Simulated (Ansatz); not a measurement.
An Ansatz (a quantum-chemistry and plane-wave program) run: GaCuSe2; PBEsol, PAW, 420 eV (Ansatz; spin-orbit coupling left out).

Input:

Ansatz 0.2 input:
```yaml
crystal:
  lattice:
    - [-2.7850180833, 2.7850180833, 5.5373898821]
    - [2.7850180833, -2.7850180833, 5.5373898821]
    - [2.7850180833, 2.7850180833, -5.5373898821]
  atoms:
    - { symbol: Ga, position: [0.5, 0.5, 0] }
    - { symbol: Ga, position: [0.25, 0.75, 0.5] }
    - { symbol: Cu, position: [0, 0, 0] }
    - { symbol: Cu, position: [0.75, 0.25, 0.5] }
    - { symbol: Se, position: [0.875, 0.8832010648, 0.5082010648] }
    - { symbol: Se, position: [0.1167989352, 0.625, 0.9917989352] }
    - { symbol: Se, position: [0.375, 0.3667989352, 0.4917989352] }
    - { symbol: Se, position: [0.6332010648, 0.125, 0.0082010648] }
basis: { ecutwfc: 420, ecutrho_ratio: 4, xc_grid: 2, fft_grid_basis: typed }
kpoints: { mp_grid: { grid: [8, 8, 8] } }
hamiltonian:
  xc: pbesol
  dispersion: none
  pseudopotentials: { kind: paw }
scf: { occupations: { method: fermi_dirac, width: 0.05 }, convergence: { dr2_threshold: 0.0000000008 } }
output: { forces: true, stress: true }
checkpoint: { write: state.ck, write_every: 1000 }
```

Output (explanatory and most iteration lines left out):

```
Pseudopotential: Ga, paw, valence charge 13
Pseudopotential: Cu, paw, valence charge 19
Pseudopotential: Se, paw, valence charge 16
Crystal: 8 atoms, lattice volume = 171.799 Å³
Basis set: ecut = 420 eV, 3411 PW (Γ), exchange–correlation on 96×96×96 points (8 copies of the dense FFT grid, shifted against one another)
Bands: 72, of which v1, the nominal top of the filled ones, is band 64 counted from 1 (63 counted from 0)
Symmetry: 8 space group operations
Space group: I-42d (ITA 122), of the structure as read, at distance tolerance 5.6e-5 Å
k-points: 59 of 512 (time reversal used)
Functional: x = pbesol(κ = 0.804, μ = 0.12345679012345678), c = pbesol(β = 0.046)
SCF iter   1: F=—  HF=-42364.442636 eV  |F-HF|=—  |Δ(HF+E_count)|=         —  Δρ=9.08e-3  dr2=9.68e-2  ethr=1.77e-3  ⟨swp⟩=6.0  Hψ=14999  notcnv=0  defer=1
SCF iter   2: F=—  HF=-42364.445685 eV  |F-HF|=—  |Δ(HF+E_count)|=   3.05e-3  Δρ=8.85e-3  dr2=8.66e-2  ethr=7.56e-5  ⟨swp⟩=2.0  Hψ=9187  notcnv=0  defer=137
SCF 1 converged in 11 iterations: F = -42364.424234 eV  dr2 = 2.24e-10
SCF converged after 11 iterations
Free energy (F): -42364.424234 eV
Internal energy: -42364.423658 eV  (E = F + TS)
E sigma→0 (E₀):  -42364.423946 eV
Entropy (-TS):   -0.000575 eV (-0.072 meV/atom)
Fermi energy:    9.004149 eV
--- Forces (eV/Å), atoms counted from 1 ---
  atom   1  Ga     0.00000000     0.00000000     0.00000000
  atom   2  Ga     0.00000000    -0.00000000    -0.00000000
  atom   3  Cu     0.00000000     0.00000000     0.00000000
  atom   4  Cu     0.00000000    -0.00000000     0.00000000
  atom   5  Se     0.00003111    -0.00000000    -0.00000000
  atom   6  Se     0.00000000    -0.00003111     0.00000000
  atom   7  Se    -0.00003111     0.00000000     0.00000000
  atom   8  Se     0.00000000     0.00003111    -0.00000000
--- Stress (GPa, compression-positive) ---
       -0.005287       0.000000      -0.000000
        0.000000      -0.005287      -0.000000
        0.000000      -0.000000       0.000757
  P = ⅓ Tr σ = -0.0033 GPa (-0.033 kbar)
```

Whether these cells are dynamically stable was not tested. The final runs are not spin-polarised. The cell is GaCuSe₂ in the chalcopyrite structure (space group I-42d, No. 122).
